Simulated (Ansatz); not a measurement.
Base system: CaF2 in the fluorite structure (space group Fm-3m, No. 225; a = 5.511 Å).

Level of theory: DFT with PBE, PAW potentials and a 420 eV plane-wave cutoff in Ansatz (an electronic-structure program), no spin-orbit coupling.

For the base:

```
Item                            Result
-----------------------------  -------
Shortest interatomic distance  2.386 Å
```

Modification: cell and atoms relaxed at a pressure of 5 GPa.

Task: What does the calculation give for the mean gap deformation potential ΔEg/Δln V and shortest interatomic distance after the change?

Result: The mean gap deformation potential ΔEg/Δln V is -6.0 eV; the shortest interatomic distance falls by 0.0447 Å (2.386 Å → 2.342 Å).

Load acts through the strain it causes; cell and atoms are relaxed under it. Stability against distortions was not tested. No other phases were tried under pressure. The base started in Pca2_1 and relaxed to Fm-3m at this level.
